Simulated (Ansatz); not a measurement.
**Response to strain in SiC**

Consider SiC in the wurtzite structure (space group P6_3mc, No. 186; a = 3.076 Å, c = 5.048 Å). Axes: x lies along a and z along c of the hexagonal cell.

Strains are applied to the cell and any free atomic positions relax.

The values are results of plane-wave PAW DFT at the PBEsol level (Ansatz, a program for electronic structure, 420 eV), no spin-orbit coupling, not measurements.

Notes on the quantities. energy relative to the base: free energy F.

```json
[
 {"uniaxial strain ε_zz (%)": "0", "energy relative to the base (meV/atom)": "0.0"},
 {"uniaxial strain ε_zz (%)": "0.6", "energy relative to the base (meV/atom)": "0.6"},
 {"uniaxial strain ε_zz (%)": "1.8", "energy relative to the base (meV/atom)": "5.6"},
 {"uniaxial strain ε_zz (%)": "2.4", "energy relative to the base (meV/atom)": "?"},
 {"uniaxial strain ε_zz (%)": "3", "energy relative to the base (meV/atom)": "15.2"}
]
```

### Question
Fit ΔE = Aε² + Bε³ (ε in %) to the rows shown and predict the withheld row.

### Answer
Least squares on the printed values gives A = 1.78 and B = -0.031 meV/atom (largest residual 0.0 meV/atom); this predicts 9.8 meV/atom, and the run gives 9.8 meV/atom, in agreement.

Stability against distortions was not tested.
